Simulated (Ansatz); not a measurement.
Hexagonal WC was calculated with rVV10 (Ansatz, a first-principles code, plane waves, PAW).

Total energies, extrapolated to zero smearing (they compare only within this program, potentials and cutoff):

```tsv
system	energy (eV/atom)
hexagonal WC, relaxed	-5352.7156
bcc W	-10451.2207
graphite	-254.0741
```

Work out the enthalpy of formation per atom.

ΔH_f ≈ ΔE = -5352.7156 − [1 × (-10451.2207) + 1 × (-254.0741)]/2 = -0.068 eV/atom (0 K, no vibrations). The reference value is -0.210 ± 0.009 eV/atom (measured, 298 K, copied from a table, unchecked, no zero-point or thermal correction; as tabulated in Wang et al. (2021), doi:10.1038/s41598-021-94550-5), a difference of +0.142 eV/atom.

Spin–orbit coupling is left out; its size isn't shown.

The PAW data were made under PBE.
